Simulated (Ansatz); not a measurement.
The starting structures come from a database of crystals and need not be the phases stable at ambient conditions.

 Where the default PAW files enter, the runs use the earlier of Ansatz's two default sets.

**Evanescent states of Ca3BiN (Pm-3m, anti-perovskite, not sure to be the ambient phase, 5 atoms a cell, 23.5 Å³ an atom, -2 GPa at this level) along the normal of (110)**

Level of theory: PBEsol (plane waves, PAW; Ansatz, a quantum-chemistry and plane-wave program).

The gap is the functional's own, uncorrected, and κ follows it; spin-orbit coupling is left out. Mid-gap values are interpolated between the computed energies.

Energies count from the valence-band top; κ is the least over a 6×6 mesh across the current.

```csv
E (eV),κ (1/Å),where
0.03,0.020,Γ
0.07,0.032,Γ
0.12,0.040,Γ
0.17,0.044,Γ
0.23,0.047,Γ
0.28,0.041,Γ
0.33,0.029,Γ
```

How thick must the barrier be to attenuate the transmission by 10^6 when the electrodes' Fermi level lies at 0.03 eV, and what attenuation does that film give at 0.12 eV?

d = 6 ln 10 / (2 × 0.020) = 345.4 Å. At 0.12 eV it gives 6 × 0.040/0.020 = 12.0 decades.
